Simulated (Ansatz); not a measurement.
Ti: energy against volume

Ti (hcp, P6_3/mmc, 16.107 Å³/atom and stress up to 0.01 GPa in the relaxed cell, c along z) under hydrostatic pressure, with the cell free. LDA in Ansatz, a plane-wave DFT program (PAW, default set), 420 eV, 19×19×10 Γ-centred mesh, Fermi-Dirac smearing 0.05 eV; ions are relaxed, or left where forces stay under 0.02 eV/Å, within the symmetry of each cell. Against the start cell, which lies near the measured one, the relaxed cell differs by -8.7 % in volume and -3.1 % in c; the values below rest on it.

Here V stands for volume and E for E less E0.

```
volume (Å³/atom)  E less E0 (meV/atom)  pressure (GPa)
----------------  --------------------  --------------
16.3710                           1.69           -2.00
16.2368                           0.42           -1.00
16.1072                           0.00            0.00
15.9958                           0.30            0.89
15.8503                           1.64            2.09
15.5758                           7.25            4.50
15.1124                          26.62            9.00
14.5734                              ?               ?
```

Fit E of the 7 rows that show it with the third-order Birch-Murnaghan form, a cubic in V^(-2/3). With u = V^(-2/3) - 0.1583, the rows have u = -0.0031983, -0.0023449, -0.0015094, -0.0007823, 0.0001802, 0.0020368, 0.0052979. Least squares gives E = 1.308 + 1742.6·u + 578721·u² - 1102784·u³. Residuals (row less fit): -0.001, 0.002, 0.000, 0.001, -0.001, 0.001, 0.000; standard error 0.001 (degrees of freedom: 3). Its minimum lies at u = -0.0014991, so V0 = (0.1568009)^(-3/2) = 16.11. There d²E/du² = 1167000 and d³E/du³ = -6617000, so B0 = (4/9) × 16.11^(-7/3) × 1167000 × 0.160218 = 127 GPa (the last factor turns the table's units into GPa), and B0' = 4 + (2/3) × 0.1568009 × (-6617000)/1167000 = 3.4. B0' rests on the cubic coefficient alone and has a standard error of 0.1 from these residuals.

**Question.** Predict the withheld E at V = 14.5734 from the fit, and compare with the calculation.

**Answer.** u = 0.0093072, so E = 1.308 + 1742.6 × 0.0093072 + 578721 × 0.0093072² - 1102784 × 0.0093072³ = 66.769 meV/atom. The calculation gives 66.70 meV/atom, 0.069 meV/atom below the prediction (0.1 % of the range of E in the table). The row lies outside the fitted rows, so this is an extrapolation. The scatter of the fitted rows lies at the last printed digit.

In a metal these values are sensitive to mesh and smearing; energies are taken to zero smearing, stresses follow the free energy. The runs aren't spin-polarised. Other structures, which can take over under pressure, weren't tried. The same form fitted to the pressure column gives B0' = 3.4; series where the two differ by over 0.4 aren't shown. Rows are the converged runs of the series near zero and its far end, less any whose ions stayed unrelaxed beside relaxed ones; series whose fitted rows scatter by over a few per cent of the range, as at a crossing or softening among them, aren't shown in this form.
